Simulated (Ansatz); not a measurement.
# Refining one setting for BaLuSi₂O₆F (P-1, 22 atoms in the cell)

```
BaLuSi2O6F
1.0
    5.57637     0.00000     0.00000
   -0.38262     7.27647     0.00000
   -1.86211    -2.87245     8.42970
Ba Lu Si O F
2 2 4 12 2
Cartesian
  4.04212   1.74369   0.38557
 -0.71047   2.66033   8.04412
 -0.45106  -0.93663   5.90568
  3.78270   5.34065   2.52402
  1.39039   0.23365   3.10466
  1.94126   4.17037   5.32504
  2.29312   1.16307   5.98256
  1.03852   3.24095   2.44714
  2.33629   0.79380   4.36068
  0.99536   3.61022   4.06902
  0.08056  -0.61112   3.68968
  3.25109   5.01514   4.74002
  0.76859   1.58274   2.30805
  2.56305   2.82128   6.12165
  2.35911  -0.60447   2.10490
  0.97253   5.00848   6.32480
  0.86260   0.73547   6.68222
  2.46904   3.66855   1.74748
  3.55554   0.44184   6.75809
 -0.22390   3.96218   1.67161
 -0.94021  -1.94268   7.78314
  4.27186   6.34670   0.64656
```

Level of theory: PBEsol, default PAW files made with PBE (plane waves; Ansatz, an electronic-structure program).

The starting cell comes from a database of published, mostly measured structures (it also holds non-ambient and calculated ones), without a prior relaxation at this level. Its lattice was rescaled by a random factor within 2.5 % of one. Spin-orbit coupling is off. In the base run, with a pressure of about -8 GPa the cell is away from its equilibrium volume at this level. Ansatz's pressure includes its estimate of the finite-basis (Pulay) stress.

Held fixed: kpoints.mp_grid.grid = 3 3 2; hamiltonian.xc = pbesol; hamiltonian.pseudopotentials = {kind: paw} (the program's default PAW files); scf.occupations.method = fermi_dirac; scf.occupations.width = 0.1 eV.

ΔF is the free energy per atom less that of the last row (840 eV).

The first pressure column holds Ansatz's estimate of the finite-basis (Pulay) stress, which hides part of the cutoff error; the other is without it.

The series runs over basis.ecutwfc = 170 eV; 210 eV; 250 eV; 295 eV; 335 eV; 380 eV; 420 eV; 485 eV; 545 eV; 630 eV; 735 eV; 840 eV.

Q: From which setting on does the energy stay within 1 meV/atom of the last one?

A: From basis.ecutwfc = 485 eV on; the one before it is off by 4.5 meV/atom.

```json
[
 {"basis.ecutwfc": "170 eV", "ΔF (meV/atom)": "11165.2", "pressure (GPa)": "-11.86", "largest force (eV/Å)": "1.239", "gap on the mesh (eV)": "3.633", "pressure at a fixed set of plane waves (GPa)": "-315.11", "plane waves": "1725", "iterations": "11"},
 {"basis.ecutwfc": "210 eV", "ΔF (meV/atom)": "4114.7", "pressure (GPa)": "-3.70", "largest force (eV/Å)": "0.937", "gap on the mesh (eV)": "4.258", "pressure at a fixed set of plane waves (GPa)": "-162.69", "plane waves": "2389", "iterations": "10"},
 {"basis.ecutwfc": "250 eV", "ΔF (meV/atom)": "1355.5", "pressure (GPa)": "-7.94", "largest force (eV/Å)": "0.580", "gap on the mesh (eV)": "4.432", "pressure at a fixed set of plane waves (GPa)": "-73.67", "plane waves": "3067", "iterations": "10"},
 {"basis.ecutwfc": "295 eV", "ΔF (meV/atom)": "373.2", "pressure (GPa)": "-8.80", "largest force (eV/Å)": "0.636", "gap on the mesh (eV)": "4.501", "pressure at a fixed set of plane waves (GPa)": "-31.02", "plane waves": "3939", "iterations": "9"},
 {"basis.ecutwfc": "335 eV", "ΔF (meV/atom)": "110.4", "pressure (GPa)": "-8.53", "largest force (eV/Å)": "0.653", "gap on the mesh (eV)": "4.523", "pressure at a fixed set of plane waves (GPa)": "-16.78", "plane waves": "4775", "iterations": "9"},
 {"basis.ecutwfc": "380 eV", "ΔF (meV/atom)": "22.5", "pressure (GPa)": "-8.44", "largest force (eV/Å)": "0.650", "gap on the mesh (eV)": "4.533", "pressure at a fixed set of plane waves (GPa)": "-10.68", "plane waves": "5761", "iterations": "9"},
 {"basis.ecutwfc": "420 eV", "ΔF (meV/atom)": "4.5", "pressure (GPa)": "-8.46", "largest force (eV/Å)": "0.649", "gap on the mesh (eV)": "4.536", "pressure at a fixed set of plane waves (GPa)": "-8.99", "plane waves": "6681", "iterations": "10"},
 {"basis.ecutwfc": "485 eV", "ΔF (meV/atom)": "0.85", "pressure (GPa)": "-8.46", "largest force (eV/Å)": "0.647", "gap on the mesh (eV)": "4.536", "pressure at a fixed set of plane waves (GPa)": "-8.48", "plane waves": "8263", "iterations": "9"},
 {"basis.ecutwfc": "545 eV", "ΔF (meV/atom)": "0.67", "pressure (GPa)": "-8.46", "largest force (eV/Å)": "0.647", "gap on the mesh (eV)": "4.536", "pressure at a fixed set of plane waves (GPa)": "-8.48", "plane waves": "9863", "iterations": "8"},
 {"basis.ecutwfc": "630 eV", "ΔF (meV/atom)": "0.34", "pressure (GPa)": "-8.47", "largest force (eV/Å)": "0.649", "gap on the mesh (eV)": "4.536", "pressure at a fixed set of plane waves (GPa)": "-8.48", "plane waves": "12301", "iterations": "10"},
 {"basis.ecutwfc": "735 eV", "ΔF (meV/atom)": "0.24", "pressure (GPa)": "-8.47", "largest force (eV/Å)": "0.649", "gap on the mesh (eV)": "4.536", "pressure at a fixed set of plane waves (GPa)": "-8.48", "plane waves": "15493", "iterations": "9"},
 {"basis.ecutwfc": "840 eV", "ΔF (meV/atom)": "0.00", "pressure (GPa)": "-8.47", "largest force (eV/Å)": "0.649", "gap on the mesh (eV)": "4.536", "pressure at a fixed set of plane waves (GPa)": "-8.49", "plane waves": "18911", "iterations": "9"}
]
```

The gap is read on the k-point mesh of the run and can differ from the gap over the whole zone at this level.

Keys are those of Ansatz 0.2.
